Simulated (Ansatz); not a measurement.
Start from ZnO in the wurtzite structure (space group P6_3mc, No. 186; a = 3.235 Å, c = 5.211 Å).

Perturbation: a hydrostatic pressure of 15 GPa.

Levels (all Ansatz, a quantum-chemistry and plane-wave program, PAW): r2SCAN (500 eV, no spin-orbit coupling); HSE06 (420 eV, scalar-relativistic without spin-orbit coupling).

The geometry is relaxed with r2SCAN.

```
Property           Value
---------------  -------
r2SCAN band gap  1.36 eV
```

With HSE06 at the same geometry, the band gap increases by 1.35 eV, from 1.36 eV to 2.71 eV.

Single points use the geometry relaxed with r2SCAN. Their cutoffs differ, which shifts pressures a little. Load acts through the strain it causes; cell and atoms are relaxed under it. No phonon test of stability was made. Measured, ZnO leaves this structure (for rock salt) near 9.1 GPa (temperature not stated; as listed in Datta, Sujoy, Jana, Debnarayan, arXiv (2020)), on rising pressure, with hysteresis.
